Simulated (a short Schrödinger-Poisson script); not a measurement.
Solved with a short Schrödinger-Poisson script written for these runs: 1D Poisson equation in equilibrium, electrons quantum, Hartree plus LDA exchange-correlation (BenDaniel-Duke, 40 states a valley, the channel's in-plane mass for all, wave functions free to enter the barrier), parabolic valleys, classical holes, donors ionised by Fermi statistics, acceptors fully, no traps, pinning or gate leakage.

System: gated Al0.25Ga0.75As/GaAs modulation-doped gas, at 77 K.

From the gate side: 10 nm Al0.25Ga0.75As; 30 nm Al0.25Ga0.75As, donors 6.8e17 cm⁻³; 20 nm Al0.25Ga0.75As; 6000 nm GaAs, acceptors 3e14 cm⁻³.

The device is made up for the run: typed textbook-type constants, with dimensions and the other settings drawn at random. Al0.25Ga0.75As: permittivity 12.19, conduction-band edge (eV) 0.198, gap (eV) 1.736, electron mass (mₑ) 0.0878, Nv at 300 K (cm⁻³) 9e18. GaAs: permittivity 12.9, conduction-band edge (eV) 0, gap (eV) 1.424, Nv at 300 K (cm⁻³) 9e18.

Channel valleys (confinement mass, in-plane density-of-states mass, number): Γ 0.067, 0.067, 1. At the gate the conduction-band edge of layer 1 lies 0.95 eV − eVg above the Fermi level of the channel; the field vanishes at the back. Donor level 0.006 eV below the band edge. The barrier under the gate holds no holes. Gaps are held at their typed values at every temperature. Mesh 0.08 nm at interfaces.

Question: Give the lowest subband against the Fermi level at Vg = 0.5 V (meV); the sheet density of all electrons at Vg = 0.5 V (cm⁻²); the centroid of the channel electrons at Vg = 0.5 V (nm).

Answer: lowest subband against the Fermi level at Vg = 0.5 V (meV): -9.3; sheet density of all electrons at Vg = 0.5 V (cm⁻²): 3.28e11; centroid of the channel electrons at Vg = 0.5 V (nm): 7.83.
